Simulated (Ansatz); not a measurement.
```xyz
12
Lattice="17.5000 0.0000 0.0000 0.0000 16.5000 0.0000 0.0000 0.0000 6.4445" Properties=species:S:1:pos:R:3 pbc="T T T"
K     11.9155     8.2500     0.0000
Br    10.4015    11.1098     0.0000
K      7.1678    10.9898     0.0000
Br     5.4459     8.2500     0.0000
K      7.1678     5.5102     0.0000
Br    10.4015     5.3902     0.0000
Br    12.0541     8.2500     3.2222
K     10.3322    10.9898     3.2222
Br     7.0985    11.1098     3.2222
K      5.5845     8.2500     3.2222
Br     7.0985     5.3902     3.2222
K     10.3322     5.5102     3.2222
```

Method: PBE (plane waves to 420 eV, PAW; Ansatz, an electronic-structure program). Mesh 1×1×6. No spin polarisation. Periodic along z alone, with about 11 Å of vacuum beside it. A hypothetical model. Symmetry and one short period hold its shape; lower forms weren't sought. Values not marked SOC lack spin–orbit coupling.

### Question
Tabulate the two highest filled and two lowest empty levels along the axis, from the valence top.

### Answer
| k (2π/c) | v2 (eV) | v1 (eV) | c1 (eV) | c2 (eV) |
|---|---|---|---|---|
| 0.000 | -0.01 | 0.00 | 4.42 | – |
| 0.042 | -0.01 | 0.00 | 4.43 | – |
| 0.083 | -0.03 | -0.01 | 4.46 | – |
| 0.125 | -0.06 | -0.02 | 4.51 | – |
| 0.167 | -0.08 | -0.04 | 4.58 | – |
| 0.208 | -0.08 | -0.05 | 4.67 | – |
| 0.250 | -0.09 | -0.07 | 4.77 | – |
| 0.292 | -0.10 | -0.10 | 4.88 | – |
| 0.333 | -0.10 | -0.10 | – | – |
| 0.375 | -0.11 | -0.11 | – | – |
| 0.417 | -0.11 | -0.11 | – | – |
| 0.458 | -0.12 | -0.12 | – | – |
| 0.500 | -0.12 | -0.12 | – | – |
A dash stands for levels within 1 eV of the vacuum level or above it.
